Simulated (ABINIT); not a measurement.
Worked example: self-consistent single point of ZrTi₂ (P6/mmm, 3 atoms in the cell) in ABINIT.

Method: LDA (PW92), norm-conserving pseudopotentials (PseudoDojo nc-sr-04 LDA standard) (plane waves; ABINIT).

The change in words: lattice scaled by 0.98. Reference geometry:
```xyz
3
Lattice="4.7244 0.0000 0.0000 -2.3622 4.0915 0.0000 0.0000 0.0000 3.0034" Properties=species:S:1:pos:R:3 pbc="T T T"
Zr     0.0000     0.0000     0.0000
Ti     2.3622     1.3638     1.5017
Ti     0.0000     2.7276     1.5017
```

Reference input (self-consistent single point, DFT, LDA (PW92), plane waves, norm-conserving pseudopotentials (PseudoDojo nc-sr-04 LDA standard)): pseudos = [Zr.upf, Ti.upf]; ecut = 42 Ha; ixc = 7; occopt = 3; tsmear = 0.00367493 Ha; ngkpt = 8 8 11; nshiftk = 1; shiftk = 0 0 0; potentials = PseudoDojo nc-sr-04 LDA standard; nband = 24; kptopt = 1; nstep = 50. This run's input differs from it in these lines:

```diff
@@ -3,6 +3,6 @@
 pseudos "Zr.upf, Ti.upf"
-acell 8.9278409155 8.9278409155 5.6756979290
+acell 8.7492844825 8.7492844825 5.5621839704
 rprim
-         1.0000000000    0.0000000022    0.0000000000
-        -0.5000000019    0.8660254027    0.0000000000
+         1.0000000000    0.0000000020    0.0000000000
+        -0.5000000017    0.8660254028    0.0000000000
          0.0000000000    0.0000000000    1.0000000000
@@ -14,4 +14,4 @@
          0.0000000000    0.0000000000    0.0000000000
-         2.3622049745    1.3638196849    1.5017250000
-        -0.0000000060    2.7276393593    1.5017250000
+         2.3149609772    1.3365433496    1.4716905000
+        -0.0000000054    2.6730866898    1.4716905000
       Angstrom
```

Output, abridged:

```
--- !BeginCycle
solver: {iscf: 7, nstep: 50, nline: 4, wfoptalg: 0, }
tolerances: {toldfe: 1.00E-09, }
...

     iter   Etot(hartree)      deltaE(h)  residm     vres2
 ETOT  1  -169.14655860482    -1.691E+02 1.347E-01 6.352E+02
 ETOT  2  -168.49584762916     6.507E-01 6.912E-02 7.621E+03
 ETOT  3  -169.32364518031    -8.278E-01 1.598E-02 4.166E+02
 ETOT  4  -169.36028334229    -3.664E-02 3.317E-02 1.375E+02
 ETOT  5  -169.37397053353    -1.369E-02 4.079E-03 3.070E+00
   [... 8 lines left out ...]
 ETOT 14  -169.37442766445    -5.301E-09 6.884E-04 1.633E-07
 ETOT 15  -169.37442766609    -1.639E-09 4.810E-04 2.765E-07
 ETOT 16  -169.37442766671    -6.255E-10 3.936E-04 3.440E-08
 ETOT 17  -169.37442766685    -1.318E-10 2.212E-04 1.031E-08
 At SCF step   17, etot is converged :
  for the second time, diff in etot=  1.318E-10 < toldfe=  1.000E-09

 Cartesian components of stress tensor (hartree/bohr^3)
  sigma(1 1)=  5.39636096E-05  sigma(3 2)=  0.00000000E+00
  sigma(2 2)=  5.39636092E-05  sigma(3 1)=  0.00000000E+00
  sigma(3 3)=  1.42746020E-05  sigma(2 1)= -4.77844784E-13

 ----iterations are completed or convergence reached----

 reduced coordinates (array xred) for    3 atoms
       0.000000000000      0.000000000000      0.000000000000
       0.666666666667      0.333333333333      0.500000000000
       0.333333333333      0.666666666667      0.500000000000
 cartesian forces (eV/Angstrom) at end:
    1     -0.00000000000000     0.00000000000000    -0.00000000000000
    2     -0.00000000000000     0.00000000000000    -0.00000000000000
   [... lines left out ...]
 Fermi (or HOMO) energy (hartree) =   0.39365   Average Vxc (hartree)=  -0.44291
 Fermi (or HOMO) energy (eV) =  10.71166   Average Vxc (eV)= -12.05219
   [... lines left out ...]
total_energy        : -1.69374427666846E+02
total_energy_eV     : -4.60891256731034E+03
band_energy         : -1.85302418051630E+01
...

-Cartesian components of stress tensor (GPa)         [Pressure= -1.1984E+00 GPa]
- sigma(1 1)=  1.58766394E+00  sigma(3 2)=  0.00000000E+00
- sigma(2 2)=  1.58766393E+00  sigma(3 1)=  0.00000000E+00
- sigma(3 3)=  4.19973220E-01  sigma(2 1)= -1.40586766E-08

 Calculation completed.
```

The run converged in 17 iterations. Against the reference run the free energy goes down by 31.4 meV/atom and the pressure goes from -7.36 to -1.20 GPa.

The starting cell comes from a database of computed structures (which also holds hypothetical and non-ambient phases and stackings), without a prior relaxation at this level. For this run, on top of that: lattice scaled by 0.98. Spin polarisation is off.

Cost on one core of a shared machine: roughly 7 min.
